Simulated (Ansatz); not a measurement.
An Ansatz (a first-principles code) run: Y with a change (x(Nb) = 0.625, 8 atoms, P1); PBE in Ansatz (plane waves to 420 eV, PAW, no SOC).

Input:

Ansatz 0.2 input:
```yaml
crystal:
  lattice:
    - [6.2725839113, 0, 0]
    - [0, 4.6988898898, 0]
    - [-1.8857163673, 0, 6.1418161512]
  atoms:
    - { symbol: Y, position: [0.3544976476, 0, 0.6066101002] }
    - { symbol: Nb, position: [0.9061777818, 0, 0.1588056411] }
    - { symbol: Nb, position: [0.0822128266, 0.5, 0.3521732596] }
    - { symbol: Y, position: [0.6415002833, 0.5, 0.9079243031] }
    - { symbol: Nb, position: [0.8396508367, 0, 0.5592307359] }
    - { symbol: Nb, position: [0.4324108635, 0, 0.165817457] }
    - { symbol: Nb, position: [0.6257904609, 0.5, 0.3750596525] }
    - { symbol: Y, position: [0.1177592997, 0.5, 0.8743788507] }
basis: { ecutwfc: 420, ecutrho_ratio: 4, xc_grid: 2, fft_grid_basis: typed }
kpoints: { mp_grid: { grid: [8, 10, 8] } }
hamiltonian:
  xc: pbe
  dispersion: none
  pseudopotentials: { kind: paw }
scf: { occupations: { method: fermi_dirac, width: 0.05 }, convergence: { dr2_threshold: 0.0000000008 } }
output: { forces: true, stress: true }
checkpoint: { write: state.ck, write_every: 1000 }
```

Output (explanatory and most iteration lines left out):

```
Pseudopotential: Y, paw, valence charge 11
Pseudopotential: Nb, paw, valence charge 13
Crystal: 8 atoms, lattice volume = 181.025 Å³
Basis set: ecut = 420 eV, 3525 PW (Γ), exchange–correlation on 90×64×90 points (8 copies of the dense FFT grid, shifted against one another)
Bands: 59, of which v1, the nominal top of the filled ones, is band 49 counted from 1 (48 counted from 0)
Symmetry: 2 space group operations
Space group: Pm (ITA 6), of the structure as read, at distance tolerance 5.7e-5 Å
k-points: 204 of 640 (time reversal used)
Functional: x = pbe(κ = 0.804, μ = 0.2195149727645171), c = pbe(β = 0.06672455060314922)
SCF iter   1: F=—  HF=-34305.068758 eV  |F-HF|=—  |Δ(HF+E_count)|=         —  Δρ=5.21e-3  dr2=6.35e-2  ethr=1.77e-3  ⟨swp⟩=6.1  Hψ=48788  notcnv=0  defer=1
SCF iter   2: F=—  HF=-34305.061473 eV  |F-HF|=—  |Δ(HF+E_count)|=   7.29e-3  Δρ=2.80e-3  dr2=1.69e-2  ethr=6.48e-5  ⟨swp⟩=1.3  Hψ=13934  notcnv=0  defer=2
SCF 1 converged in 8 iterations: F = -34305.059430 eV  dr2 = 3.52e-10
SCF converged after 8 iterations
Free energy (F): -34305.059430 eV
Internal energy: -34304.979699 eV  (E = F + TS)
E sigma→0 (E₀):  -34305.019564 eV
Entropy (-TS):   -0.079731 eV (-9.966 meV/atom)
Fermi energy:    13.932196 eV
--- Forces (eV/Å), atoms counted from 1 ---
  atom   1  Y      0.00219688     0.00000000     0.00049740
  atom   2  Nb     0.00041596     0.00000000     0.00000170
  atom   3  Nb    -0.00144694     0.00000000     0.00150425
  atom   4  Y     -0.00074411     0.00000000    -0.00249853
  atom   5  Nb    -0.00045421     0.00000000    -0.00022259
  atom   6  Nb     0.00080597     0.00000000    -0.00000517
  atom   7  Nb    -0.00099688     0.00000000    -0.00084400
  atom   8  Y      0.00022511     0.00000000     0.00156667
--- Stress (GPa, compression-positive) ---
        0.003201       0.000000       0.011973
        0.000000       0.002389       0.000000
        0.011973       0.000000       0.004604
  P = ⅓ Tr σ = 0.0034 GPa (0.034 kbar)
```

These are small ordered cells, not random alloys; other orderings at the same x differ. No phonon test of stability was made. All final runs are without spin polarisation. The cell was made from Y by this change: x(Nb) = 0.625, 8 atoms, P1. Under x(Nb) = 0.625, 8 atoms, P1 the cell changed shape so far that it is another structure.
